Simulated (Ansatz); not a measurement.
Take GaSb in the zinc blende structure (space group F-43m, No. 216) as the base.

```xyz
2
Lattice="0.0000 3.0244 3.0244 3.0244 0.0000 3.0244 3.0244 3.0244 0.0000" Properties=species:S:1:pos:R:3 pbc="T T T"
Ga     0.0000     0.0000     0.0000
Sb     1.5122     1.5122     1.5122
```

Cartesian axes are those of the cell as printed.

Computed with DFT with LDA, PAW potentials and a 420 eV plane-wave cutoff in Ansatz (a quantum-chemistry and plane-wave program), no spin-orbit coupling.

Base values:

* **Pressure**: 0.0 GPa
* **Shortest interatomic distance**: 4.950 bohr

It is then changed as follows: tensile biaxial strain of 0.50 % in the plane normal to [001], as in epitaxy on a mismatched substrate; the out-of-plane cell vector and the atoms relax.

Q: How does this affect the pressure?

A: The pressure (mean of the normal stresses, compression positive) goes from zero to -0.3 GPa.

Q: How does this affect the shortest interatomic distance?

A: The shortest interatomic distance rises by 0.009 bohr, from 4.950 bohr to 4.959 bohr.

Q: Estimate the effect on the energy relative to the base.

A: The energy goes up by 0.4 meV/atom.

Whether these cells are dynamically stable was not tested. The final runs are not spin-polarised. Gaps under 0.05 eV, about the width of the smearing, are given as zero.
